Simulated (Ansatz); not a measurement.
## By hand: energy of one form of TiSi2 over another

This concerns the energy of one form of TiSi2 over another. The value is E(A) − E(B), in meV per atom.

A: TiSi2 (Cmcm), 6 atoms in the cell; spin state with PBE: run without spin.
```xyz
6
Lattice="3.5474 0.0000 0.0000 0.0000 0.0000 -3.5793 -1.7737 6.7807 0.0000" Properties=species:S:1:pos:R:3 pbc="T T T"
Ti     0.0000     1.3994    -2.6845
Ti     1.7737     5.3814    -0.8948
Si     0.0000     5.9786    -2.6845
Si     1.7737     0.8021    -0.8948
Si     1.7737     3.3930    -2.6845
Si     0.0000     3.3877    -0.8948
```

B: TiSi2 (Fddd), 6 atoms in the cell; spin state with PBE: run without spin.
```yaml
crystal:
  lattice:
    - [2.40357, 4.13506, 0.00000]
    - [2.40357, -4.13506, 0.00000]
    - [-2.40357, 0.00000, -4.28025]
  atoms:
    - { symbol: Ti, position: [0.50000, 0.50000, 0.00000] }
    - { symbol: Ti, position: [0.75000, 0.25000, 0.50000] }
    - { symbol: Si, position: [0.83697, 0.16303, 0.00000] }
    - { symbol: Si, position: [0.16303, 0.83697, 0.00000] }
    - { symbol: Si, position: [0.41303, 0.58697, 0.50000] }
    - { symbol: Si, position: [0.08697, 0.91303, 0.50000] }
```

Setting: static, neutral cells in Ansatz (PAW) whose structures rest at the PBE level. Ansatz (a program for electronic structure) runs with its PAW set soft_1. Other levels take these structures. The lattices are those relaxed with PBE, so at other levels the solids can be strained. A dispersion term (D3(BJ), or D4 for r2SCAN) was computed beside these levels and is taken off wherever the name lacks it.

Total energies of the cells in eV, at zero smearing width. They compare only within one column; the weights balance every element.

```csv
cell,atoms,weight,r2SCAN
A: TiSi2 (Cmcm),6,+1,-7568.30658
B: TiSi2 (Fddd),6,−1,-7568.16249
```

r2SCAN: (-7568.30658) − (-7568.16249) = -0.144 eV; dividing by 6 atoms gives -24 meV/atom.

What follows from the r2SCAN value: Against the thermal energy at 300 K, k_BT = 25.9 meV, the difference of 24.0 meV per atom is 0.93 k_BT. To turn the order at 1000 K, where k_BT = 86.2 meV, the higher one would need 0.28 k_B per atom more entropy.
